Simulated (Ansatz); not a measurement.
A self-consistent single point of Pd (Fm-3m, 1 atom in the cell) with Ansatz (a program for electronic structure).

Method of the run: PBEsol, default PAW files made with PBE (plane waves; Ansatz).

```
CELL_PARAMETERS angstrom
      0.00000     1.92983     1.92983
      1.92983     0.00000     1.92983
      1.92983     1.92983     0.00000
ATOMIC_POSITIONS crystal
  Pd 0.00000 0.00000 0.00000
```

Reference input (self-consistent single point, DFT, PBE, plane waves, default PAW files): basis.ecutwfc = 30.9 Ry; kpoints.mp_grid.grid = 15 15 15; hamiltonian.xc = pbe; hamiltonian.pseudopotentials = {kind: paw} (the program's default PAW files); scf.occupations.method = gaussian; scf.occupations.width = 0.01 Ry. This run's input differs from it in these lines:

Ansatz 0.2 input:
```diff
@@ -12,3 +12,3 @@
 hamiltonian:
-  xc: pbe
+  xc: pbesol
   pseudopotentials: { kind: paw }
```

The program printed (abridged):

```
SCF iter   1: F=—  HF=-6906.664212 eV  |F-HF|=—  |Δ(HF+E_count)|=         —  Δρ=9.77e-3  dr2=1.12e-2  ethr=1.77e-3  ⟨swp⟩=5.0  Hψ=8939  notcnv=0
all-band conjugate gradients solve this SCF's bands
preconditioner: auto → none
SCF iter   2: F=—  HF=-6906.661129 eV  |F-HF|=—  |Δ(HF+E_count)|=   3.08e-3  Δρ=2.72e-3  dr2=7.11e-4  ethr=6.22e-5  ⟨swp⟩=1.0  Hψ=2539  notcnv=0
SCF iter   3: F=—  HF=-6906.660950 eV  |F-HF|=—  |Δ(HF+E_count)|=   1.79e-4  Δρ=5.81e-4  dr2=1.03e-5  ethr=3.95e-6  ⟨swp⟩=2.5  Hψ=2100  notcnv=0
SCF iter   4: F=—  HF=-6906.660960 eV  |F-HF|=—  |Δ(HF+E_count)|=   9.99e-6  Δρ=6.30e-5  dr2=2.23e-7  ethr=5.72e-8  ⟨swp⟩=2.2  Hψ=2095  notcnv=0
iter 5 did not close the SCF: its close was put off for the readings that it lacked (scf_convergence_deferred on its scf_iter line)
SCF iter   5: F=-6906.660960 eV  HF=-6906.660960 eV  |F-HF|=5.66e-10  |Δ(HF+E_count)|=   2.15e-7  Δρ=5.65e-6  dr2=1.59e-9  ethr=1.24e-9  ⟨swp⟩=2.0  Hψ=2527  notcnv=0
SCF iter   6: F=-6906.660960 eV  HF=-6906.660960 eV  |F-HF|=2.00e-11  |Δ(HF+E_count)|=  4.01e-10  Δρ=6.57e-7  dr2=2.97e-11  ethr=8.81e-12  ⟨swp⟩=1.0  Hψ=4539  notcnv=0
SCF 1 converged in 6 iterations: F = -6906.660960 eV  dr2 = 2.97e-11
Free energy (F): -6906.660960 eV
Internal energy: -6906.642061 eV  (E = F + TS)
E sigma→0 (E₀):  -6906.651511 eV
Entropy (-TS):   -0.018899 eV (-18.899 meV/atom)
Fermi energy:    20.352898 eV
--- Forces (eV/Å), atoms counted from 1 ---
  atom   1  Pd    -0.00000000     0.00000000    -0.00000000
--- Stress (GPa, compression-positive) ---
        2.502596      -0.000000       0.000000
       -0.000000       2.502596      -0.000000
        0.000000       0.000000       2.502596
  P = ⅓ Tr σ = 2.5026 GPa (25.026 kbar)
  The stress holds the Pulay correction. Without it, at fixed plane waves, as pw.x and ABINIT print it: P = 2.4554 GPa
```

The run converged in 6 iterations. Against the reference run the pressure goes from 12.71 to 2.50 GPa.

The starting cell has typed, rounded lattice constants, without a prior relaxation at this level. Its lattice was rescaled by a random factor within 2.5 % of one. Spin polarisation is off. Ansatz's pressure includes its estimate of the finite-basis (Pulay) stress.
